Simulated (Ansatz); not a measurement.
System: interstitial P in silicon strained by -1.5 % along x and y, z held (charge state -1). Method: PBE, PAW (plane waves to 420 eV; Ansatz, a first-principles code).

64-site cell at the strained lattice (strain from the relaxed PBE one, atoms relaxed), a 2×2×2 k-point mesh shifted by half a step, smearing 0.01 eV, spin-restricted, no finite-size correction. Static, classical nuclei. The charge state is imposed; whether it is stable for some Fermi level was not computed. Sites that were not tried may lie lower.

Barriers: single points on a 3×3×3 k-point mesh shifted by half a step at the bands' geometries.

Relaxed starting cell (atoms counted from 1):

```xyz
65
Lattice="10.7759 0.0000 0.0000 0.0000 10.7759 0.0000 0.0000 0.0000 10.9400" Properties=species:S:1:pos:R:3 pbc="T T T"
Si    -0.0639    -0.1409     2.9021
Si     0.0196     0.0471     8.2190
Si     0.0018     5.4235     2.7465
Si     0.0062     5.3813     8.2272
Si     5.3725     0.0059     2.7395
Si     5.3860    -0.0146     8.2041
Si     5.3680     5.3646     2.7543
Si     5.4157     5.4065     8.2037
Si     1.4125     4.1717     1.3672
Si     1.3619     4.0477     6.8430
Si     1.3336     9.4509     1.3929
Si     1.3465     9.4448     6.8610
Si     6.7233     4.0501     1.3691
Si     6.7298     4.0307     6.8286
Si     6.6712     9.3737     1.3904
Si     6.7464     9.4208     6.8592
Si     0.3271     3.0592    -0.3259
Si     0.0085     2.6977     5.4899
Si     0.0090     8.0995     0.0259
Si     0.0300     8.0182     5.5565
Si     5.3733     2.7020     0.0079
Si     5.4063     2.6854     5.4336
Si     5.3805     8.0544     0.0006
Si     5.3888     8.0866     5.4825
Si     1.3024     1.3292     4.1072
Si     1.4910     1.4116     9.4244
Si     1.3645     6.7396     4.1219
Si     1.3438     6.7531     9.5867
Si     6.7431     1.3437     4.0997
Si     6.7021     1.3478     9.5797
Si     6.7186     6.7092     4.1223
Si     6.7605     6.7566     9.5723
Si     2.6771     0.0140    -0.0082
Si     2.6819     0.0037     5.4655
Si     2.7534     5.4556    -0.0048
Si     2.7043     5.3780     5.4669
Si     7.9557    -0.0616     0.0191
Si     8.0767    -0.0126     5.4834
Si     8.0745     5.4013     0.0179
Si     8.0947     5.3952     5.4967
Si     4.0017     3.9941     4.0834
Si     4.0628     4.0664     9.5646
Si     4.0325     9.4269     4.1102
Si     4.0500     9.4280     9.5932
Si     9.4577     4.0660     4.1273
Si     9.3613     4.0750     9.5316
Si     9.4060     9.2957     4.2363
Si     9.4601     9.4986     9.6309
Si     2.6263     2.6643     2.6945
Si     2.8296     2.7171     8.0891
Si     2.6965     8.0776     2.7322
Si     2.6991     8.0930     8.2158
Si     8.0492     2.7628     2.7960
Si     8.0588     2.6675     8.1978
Si     8.0582     8.0622     2.7606
Si     8.1301     8.1231     8.2426
Si     4.0262     1.3399     1.3596
Si     4.1084     1.3202     6.7697
Si     4.0722     6.7466     1.3851
Si     4.0383     6.7359     6.8434
Si     9.0711     1.0276     1.7077
Si     9.4280     1.3411     6.8357
Si     9.4235     6.7518     1.3778
Si     9.4394     6.7188     6.8925
P      0.2185     1.1390     0.6946
```
Cell charge -1.

End state 1 differs by these moves (Å; atoms that move under 0.08 Å are left out):

```csv
atom,element,Δx,Δy,Δz
9,Si,0.07,0.04,-0.05
15,Si,0.08,0.08,-0.01
22,Si,-0.03,0.02,0.08
23,Si,0.03,0.08,0.02
26,Si,-0.07,-0.06,0.03
29,Si,-0.08,-0.01,0.08
35,Si,0.07,0.06,-0.01
37,Si,0.09,0.02,-0.09
45,Si,0.00,-0.07,-0.08
48,Si,0.00,-0.08,-0.07
50,Si,-0.08,0.00,0.06
53,Si,-0.10,-0.08,0.03
58,Si,-0.04,0.02,0.07
65,P,-0.05,0.91,0.92
```

### Question
What forward and backward barriers to end state 1 does PBE, PAW give?

### Answer
forward 0.11 eV, backward 0.11 eV; at the saddle point atom 65 has neighbours Si at 2.15, Si at 2.20, Si at 2.61, Si at 2.78 Å. The saddle point's order was not checked.
